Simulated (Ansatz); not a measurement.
The starting structures come from a database of crystals and need not be the phases stable at ambient conditions.

Data:

```
Y2OS2
1.0
    6.86494     0.00000     0.00000
   -1.36815     8.16149     0.00000
    0.00000     0.00000     6.88957
Y S O
8 8 4
Cartesian
  1.52723   1.12996   6.51643
  3.96956   7.03153   0.37314
  0.53709   7.03153   3.07165
  4.95970   1.12996   3.81792
  1.41960   4.69759   5.89444
  4.07719   3.46390   0.99513
  0.64472   3.46390   2.44966
  4.85207   4.69759   4.43991
  0.10469   0.62125   1.90841
  5.39210   7.54024   4.98116
  1.95963   7.54024   5.35320
  3.53716   0.62125   1.53637
  3.02307   5.55536   2.52544
  2.47372   2.60613   4.36413
  5.90619   2.60613   5.97023
 -0.40940   5.55536   0.91934
  3.61553   5.03229   6.28949
  1.88126   3.12920   0.60008
  5.31373   3.12920   2.84470
  0.18306   5.03229   4.04487
```

Space group of this cell: P2_1/c. The cell is taken as given.

Transport runs along the normal of the first two printed cell vectors.

The gap is the functional's own, uncorrected, and κ follows it; spin-orbit coupling is left out. Mid-gap values are interpolated between the computed energies.

Question: Estimate the band gap and the smallest decay constant κ at mid-gap that r2SCAN run with Ansatz (a quantum-chemistry and plane-wave program) returns for this system.

Answer: Gap 2.95 eV on a 6×4×6 mesh; κ = 0.289 1/Å, at the zone centre.
